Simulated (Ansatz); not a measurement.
Defect migration in 2H silicon carbide: Si vacancy, charge state -4. The step: a nearby Si atom hops onto the vacant site; the atom moves 3.01 Å along (0.00, 0.97, 0.00) of the unit cell; the moving atom starts with neighbours C at 1.78, C at 1.88, C at 1.90, C at 1.94 Å and ends with C at 1.78, C at 1.88, C at 1.90, C at 1.94 Å. DFT values are from Ansatz (plane-wave PAW, 420 eV unless said) in a cell of 72 host sites, spin-restricted, static, with no finite-size correction. The host's phase is taken as given; its stability against other phases was not computed. The charge state is imposed; whether it is stable for some Fermi level was not computed. Forms of the defect that were not tried may lie lower. At one site or more, about 2.0 electron(s) of the cell lie at energies of the host's conduction band, so they may not be on the defect. On the k-point mesh the defect's levels are only partly filled at one site or more. For the PBE band: the check of the saddle point's order was inconclusive.

```tsv
Level	Forward barrier (eV)	Cost of the band or of the saddle's single point
PBE, the Γ point alone, band relaxed	3.18	very roughly 13 core-minutes
PBE, a 2×2×2 k-point mesh shifted by half a step along c, same geometries	2.91	roughly 60 core-seconds
r2SCAN at 500 eV, the Γ point alone, same geometries	?	roughly 60 core-seconds
```

### Question
Complete the blanks.

### Answer

- r2SCAN at 500 eV, the Γ point alone, same geometries, Forward barrier (eV): 3.56

Ansatz is a first-principles code.
